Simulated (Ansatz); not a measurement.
Band structure of YbIn5Rh (P4/mmm, 7 atoms in the cell).

```
YbIn5Rh
1.0
    4.68710     0.00000     0.00000
    0.00000     4.68710     0.00000
    0.00000     0.00000     7.55496
Yb In Rh
1 5 1
Direct
  0.00000   0.00000   0.00000
  0.50000   0.50000   0.00000
  0.50000   0.00000   0.30001
  0.50000   0.00000   0.69999
  0.00000   0.50000   0.30001
  0.00000   0.50000   0.69999
  0.00000   0.00000   0.50000
```

Method of the run: LDA (PW92), PAW files made with PBE (plane waves; Ansatz, a program for electronic structure).

Settings: basis.ecutwfc = 420 eV; kpoints.mp_grid.grid = 5 5 3; hamiltonian.xc = lda; hamiltonian.pseudopotentials = {kind: paw} (the program's default PAW files); scf.occupations.method = gaussian; scf.occupations.width = 0.1 eV; kpoints.band_path.npoints = 8.

The starting cell comes from a database of computed structures (which also holds hypothetical and non-ambient phases and stackings), without a prior relaxation at this level. Spin-orbit coupling is off. Spin polarisation is off.

Levels in eV from the Fermi level, bands 50 to 57:
| point | 50 | 51 | 52 | 53 | 54 | 55 | 56 | 57 |
|---|---|---|---|---|---|---|---|---|
| Γ | -0.43 | -0.43 | -0.22 | 1.09 | 1.09 | 1.19 | 1.63 | 1.98 |
| X | -0.49 | -0.48 | -0.47 | 0.74 | 1.01 | 1.91 | 1.96 | 2.29 |
| M | -0.54 | -0.51 | -0.48 | -0.48 | -0.47 | -0.46 | 0.39 | 1.68 |
| Z | -0.47 | -0.47 | -0.35 | 0.23 | 0.23 | 0.28 | 1.81 | 3.19 |
| R | -0.50 | -0.48 | -0.47 | 0.07 | 0.21 | 0.63 | 1.39 | 1.68 |
| A | -0.50 | -0.50 | -0.46 | -0.46 | -0.36 | -0.36 | 0.87 | 2.38 |

Bands cross the Fermi level along this path, so the cell is metallic at this level.

Keys are those of Ansatz 0.2.
